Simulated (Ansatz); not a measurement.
Input and output of a self-consistent single point for ScBr3 (P3m1, 8 atoms in the cell) (Ansatz, a program for electronic structure).

Method of the run: PBEsol, default PAW files made with PBE (plane waves; Ansatz).

```yaml
crystal:
  lattice:
    - [9.88894, 0.00000, 0.00000]
    - [-4.94447, 8.56408, 0.00000]
    - [0.00000, 0.00000, 3.51372]
  atoms:
    - { symbol: Sc, position: [0.33333, 0.66667, 0.76423] }
    - { symbol: Sc, position: [0.66667, 0.33333, 0.25000] }
    - { symbol: Br, position: [0.21593, 0.43187, 0.25000] }
    - { symbol: Br, position: [0.78407, 0.56813, 0.75000] }
    - { symbol: Br, position: [0.78407, 0.21593, 0.75000] }
    - { symbol: Br, position: [0.21593, 0.78407, 0.25000] }
    - { symbol: Br, position: [0.56813, 0.78407, 0.25000] }
    - { symbol: Br, position: [0.43187, 0.21593, 0.75000] }
```

Reference input (self-consistent single point, DFT, PBEsol, plane waves, default PAW files made with PBE): basis.ecutwfc = 420 eV; kpoints.mp_grid.grid = 2 2 6; hamiltonian.xc = pbesol; hamiltonian.pseudopotentials = {kind: paw} (the program's default PAW files); scf.occupations.method = fermi_dirac; scf.occupations.width = 0.02 eV. This run's input differs from it in these lines:

Ansatz 0.2 input:
```diff
@@ -18,3 +18,3 @@
 kpoints:
-  mp_grid: { grid: [2, 2, 6] }
+  mp_grid: { grid: [2, 2, 4] }
 hamiltonian:
```

The program printed (abridged):

```
SCF iter   1: F=—  HF=-20654.740106 eV  |F-HF|=—  |Δ(HF+E_count)|=         —  Δρ=2.59e-3  dr2=2.98e-2  ethr=1.77e-3  ⟨swp⟩=7.8  Hψ=1072  notcnv=0
all-band conjugate gradients solve this SCF's bands
preconditioner: auto → Resta (q_TF=auto, 2.112 Å⁻¹)
SCF iter   2: F=—  HF=-20654.739094 eV  |F-HF|=—  |Δ(HF+E_count)|=   1.01e-3  Δρ=1.32e-3  dr2=4.61e-3  ethr=4.65e-5  ⟨swp⟩=3.0  Hψ=430  notcnv=0  defer=16
   [... lines left out ...]
SCF iter   5: F=—  HF=-20654.740517 eV  |F-HF|=—  |Δ(HF+E_count)|=   7.68e-5  Δρ=4.54e-5  dr2=1.22e-5  ethr=1.94e-7  ⟨swp⟩=2.0  Hψ=326  notcnv=0  defer=16
SCF iter   6: F=—  HF=-20654.740483 eV  |F-HF|=—  |Δ(HF+E_count)|=   3.45e-5  Δρ=1.46e-5  dr2=1.39e-6  ethr=1.90e-8  ⟨swp⟩=2.0  Hψ=332  notcnv=0  defer=16
SCF iter   7: F=—  HF=-20654.740484 eV  |F-HF|=—  |Δ(HF+E_count)|=   1.32e-6  Δρ=1.23e-5  dr2=9.20e-7  ethr=2.18e-9  ⟨swp⟩=2.2  Hψ=415  notcnv=0  defer=16
SCF iter   8: F=-20654.740484 eV  HF=-20654.740484 eV  |F-HF|=1.16e-8  |Δ(HF+E_count)|=   1.10e-7  Δρ=3.56e-6  dr2=5.95e-8  ethr=1.56e-10  ⟨swp⟩=9.0  Hψ=1116  notcnv=0
SCF 1 converged in 8 iterations: F = -20654.740484 eV  dr2 = 5.95e-8
Free energy (F): -20654.740484 eV
Internal energy: -20654.740484 eV  (E = F + TS)
E sigma→0 (E₀):  -20654.740484 eV
Fermi energy:    2.070671 eV
--- Forces (eV/Å), atoms counted from 1 ---
  atom   1  Sc    -0.00000000     0.00000000    -0.18636123
  atom   2  Sc     0.00000000    -0.00000000     0.00078481
  atom   3  Br     0.00000000     0.15912686     0.06277160
  atom   4  Br     0.00000000    -0.17127668    -0.00091271
  atom   5  Br    -0.14832996     0.08563834    -0.00091271
  atom   6  Br     0.13780790    -0.07956343     0.06277160
  atom   7  Br    -0.13780790    -0.07956343     0.06277160
  atom   8  Br     0.14832996     0.08563834    -0.00091271
--- Stress (GPa, compression-positive) ---
       -0.465994       0.000000      -0.000000
        0.000000      -0.465994       0.000000
       -0.000000       0.000000      -1.091795
  P = ⅓ Tr σ = -0.6746 GPa (-6.746 kbar)
  The stress holds the Pulay correction. Without it, at fixed plane waves, as pw.x and ABINIT print it: P = -0.6864 GPa
```

The run converged in 8 iterations. Against the reference run the free energy rises by 4.0 meV/atom, the pressure moves little (-0.72 to -0.67 GPa), the largest force goes from 0.194 to 0.186 eV/Å and the gap on the mesh goes from 2.114 to 2.097 eV.

The starting cell comes from a database of computed structures (which also holds hypothetical and non-ambient phases and stackings), without a prior relaxation at this level. Its lattice was rescaled by up to half a per cent. One atom was moved a little off its site on purpose. Ansatz's pressure includes its estimate of the finite-basis (Pulay) stress.
